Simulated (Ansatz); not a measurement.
```
CELL_PARAMETERS angstrom
      3.96013     0.00000     0.00000
     -1.98006     3.42957     0.00000
      0.00000     0.00000    16.12854
ATOMIC_POSITIONS crystal
  In 0.00000 0.00000 0.58520
  In 0.00000 0.00000 0.41480
  In 0.33333 0.66667 0.91479
  In 0.33333 0.66667 0.08521
  Se 0.66667 0.33333 0.83483
  Se 0.66667 0.33333 0.16517
  Se 0.33333 0.66667 0.66505
  Se 0.33333 0.66667 0.33495
```

The numbers are results of r2SCAN, rigid bands (plane waves, PAW, scalar-relativistic; Ansatz, a program for electronic structure), not measurements. Condition of this run: functional r2SCAN on the same cell. Geometry: cell and atoms relaxed with PBEsol+d3bj.

Task: Predict the electron conductivity mass (n e² τ/σ) at 300 K, by direction if it differs.

Result: 0.144 (x), 0.144 (y), 0.084 (z) mₑ.

Task: And the band gap?

Result: 0.86 eV at this level; semilocal functionals usually fall short of the measured gap.

Rigid bands, one relaxation time for all states, no polarons. Spin-orbit coupling is left out; where it splits the top of the valence band it changes the hole mass and lowers the gap by about a third of the splitting. Geometry: cell and atoms relaxed with PBEsol+D3(BJ).

Computed structure, not matched to a measured one here, so possibly hypothetical: InSe (P-6m2).
